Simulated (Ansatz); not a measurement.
WC: W interstitial (started 1.75 Å from the nearest host atom), symmetric start

Start from a 16-atom supercell of WC (space group P-6m2, No. 187; a = 2.922 Å, c = 2.847 Å) at its relaxed geometry.

The change: a neutral W interstitial (started 1.75 Å from the nearest host atom), symmetric start, atoms relaxed at fixed cell.

The values are results of Ansatz (a quantum-chemistry and plane-wave program) PBE, no SOC, earlier PAW set, not measurements. Settings: 8×8×8 k-points, 0.05 eV Fermi–Dirac smearing.

```json
{
  "pressure": "62.6 GPa (base 0.0 GPa)",
  "largest_displacement_of_a_host_atom_from_its_site_in_the_perfect_cell": "0.49 Å",
  "final_site_of_the_added_atom": "3 C at 1.93–2.00 Å and 6 W at 2.27–2.51 Å"
}
```

In so small a cell the defect repeats every few ångströms: this is an ordered compound, not a dilute defect. The defect started on the symmetric site and kept its symmetry, so it may sit on a saddle. The final runs are not spin-polarised. The defect cell is not spin-polarised.
